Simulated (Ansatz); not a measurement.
Mg2NbN3 (Cmcm, No. 63, 12 atoms in the cell; start mp-1029408) was calculated with PBEsol (plane waves, PAW; Ansatz, an electronic-structure program).

Run with plane-wave cutoff 520 eV, 8×8×6 k mesh (along the axes of the cell as run), Fermi–Dirac smearing 0.01 eV, no spin polarisation, scalar-relativistic PAW data made under PBE.

Cell (relaxed at this level):

```
CELL_PARAMETERS angstrom
      5.28615    -3.19482     0.00000
      5.28615     3.19482     0.00000
      0.00000     0.00000     4.32606
ATOMIC_POSITIONS crystal
  Mg 0.98816 0.67004 0.07133
  Mg 0.01184 0.32996 0.57133
  Mg 0.32996 0.01184 0.07133
  Mg 0.67004 0.98816 0.57133
  Nb 0.67330 0.32670 0.07133
  Nb 0.32670 0.67330 0.57133
  N  0.01608 0.67253 0.57133
  N  0.98392 0.32747 0.07133
  N  0.32747 0.98392 0.57133
  N  0.67253 0.01608 0.07133
  N  0.64600 0.35400 0.57133
  N  0.35400 0.64600 0.07133
```

### Question
What does this level give for the band gap and smallest direct gap on the k points sampled?

### Answer

* **band gap**: 1.62 eV
* **smallest direct gap on the k points sampled**: 1.73 eV

Spin–orbit coupling is not included.

Computed values are for the static lattice.

It cost very roughly 90 core-seconds of CPU time.

A start named mp-… is a Materials Project structure, which need not be a measured phase.
